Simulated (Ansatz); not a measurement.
Levels about the gap of amorphous Ti2Si24O52 (78 atoms in a cell of 1121 Å³, 2.37 g/cm³; zone centre alone, so wide bands show as single levels with stretches between that a denser mesh fills), at the geometry that PBE relaxed, where it gives 0.0 GPa on a denser mesh. The participation number counts the atoms over which a state spreads; weights are charges in smoothed Voronoi cells. The levels come from a single point, so bond lengths are those of that geometry. Method of the levels: PBE, scalar-relativistic without spin-orbit coupling (Ansatz, a program for electronic structure). Sampling: the zone centre alone; Fermi-Dirac width 0.02 eV; no spin polarisation. At PBE the levels at both edges of the gap are localised (band-tail or defect states), and the nearest spread-out levels lie 5.3 eV apart at the zone centre.

Preparation: random packing, a CHGNet melt and quench, and a DFT relaxation. O atoms were pushed apart under 1.9 Å during the dynamics, to hinder bonds among them. The hot cell started wider than the set density and was brought back towards it in steps. It is the lowest in DFT energy of 2 quenches. It is a model cell: composition and starting density were chosen by hand, and all elements were melted together. No dispersion term was used. Its density started from a set value of 2.38 and ended at 2.37 g/cm³. The quench (nominally 340 K/ps over its main leg) was far faster than any real one, so the model tends to hold more defects than a real film. A cell of this size samples the disorder only roughly. The volume was free in the relaxation, at fixed shape. Stress components on the final sampling reach 0.8 GPa.

| E - E(highest filled), eV | filling | participation number | largest on | weight O | weight Ti | weight Si |
|---|---|---|---|---|---|---|
| -0.85 | filled | 26.9 | O, 2 neighbours | 0.96 | 0.01 | 0.03 |
| -0.80 | filled | 18.8 | O, 2 neighbours | 0.96 | 0.01 | 0.03 |
| -0.73 | filled | 15.9 | O, 2 neighbours | 0.97 | 0.01 | 0.03 |
| -0.53 | filled | 6.1 | O, 2 neighbours | 0.95 | 0.00 | 0.05 |
| -0.45 | filled | 5.2 | O, 2 neighbours | 0.95 | 0.00 | 0.05 |
| -0.31 | filled | 4.9 | O, 2 neighbours | 0.95 | 0.00 | 0.05 |
| 0.00 | filled | 5.4 | O, 2 neighbours | 0.95 | 0.00 | 0.05 |
| 2.41 | empty | 1.7 | Ti, 5 neighbours | 0.22 | 0.75 | 0.02 |
| 2.79 | empty | 1.9 | Ti, 5 neighbours | 0.25 | 0.72 | 0.03 |
| 3.08 | empty | 1.9 | Ti, 5 neighbours | 0.24 | 0.73 | 0.03 |
| 3.48 | empty | 1.8 | Ti, 5 neighbours | 0.22 | 0.75 | 0.02 |
| 3.57 | empty | 2.2 | Ti, 5 neighbours | 0.23 | 0.74 | 0.03 |
| 3.69 | empty | 2.6 | Ti, 5 neighbours | 0.26 | 0.70 | 0.04 |
| 4.09 | empty | 2.0 | Ti, 5 neighbours | 0.25 | 0.71 | 0.03 |

Most localised among these is the empty level at +2.41 eV, on a Ti atom, which has 5 neighbours (O 1.78 Å, O 1.80 Å, O 1.81 Å, O 2.09 Å, O 2.39 Å).
